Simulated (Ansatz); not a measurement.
TiTe₂ (CdI2 type, P-3m1); conventional cell a = b = 3.676 Å, c = 6.306 Å, α = β = 90.00°, γ = 120.00°.

The cell was generated from a structure type, relaxed within its symmetry, and need not be the phase found at ambient conditions. Spin-orbit coupling is not included.

**Question.** What linear thermal expansion coefficients do the quasi-harmonic free energy on Ansatz (a first-principles code), LDA functional, plane-wave PAW give at 650 K, and what isobaric heat capacity per mole of formula units and Grüneisen parameter?

**Answer.** α in the basal plane = 19.5 × 10⁻⁶ K⁻¹; α along c = 15.4 × 10⁻⁶ K⁻¹; C_P = 79.8 J/(mol K); γ = 1.18. Whether this phase is the stable one at each condition was not tested.

The PAW data sets were generated under PBE and serve the other functionals too.
